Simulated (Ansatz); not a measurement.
# Ga2O3 under a change: O → N

Consider Ga2O3 in the corundum structure (space group R-3c, No. 167; a = 4.985 Å, c = 13.441 Å (hexagonal axes)).

Now apply this change: N takes the place of O on all its sites, then cell and atoms are relaxed.

Computed with r2SCAN/PAW in Ansatz (an electronic-structure program), no spin-orbit coupling, earlier PAW set. k-mesh 11×11×11 (Γ-centred); smearing 0.05 eV (Fermi–Dirac), for the changed cell.

- Volume per atom = 10.60 Å³ (base 9.64 Å³)
- Density = 5.69 g/cm³ (base 6.46 g/cm³)
- c/a ratio = 2.603 (base 2.697)
- Space group = R-3c (No. 167) (base R-3c (No. 167))
- Band gap = zero (base 3.57 eV)
- Magnetic state = ferromagnetic (base not spin-polarised)
- Largest site moment = 0.84 μB (base 0.00 μB)

Cost of the whole job for the changed cell (relaxation, final SCF and bands): about 30 core-minutes (a rough figure).

Other magnetic orders, which the real material may have, were not ruled out. Whether these cells are dynamically stable was not tested. As relaxed here, Ga2N3 is a hypothetical phase, not in the database extracts checked.
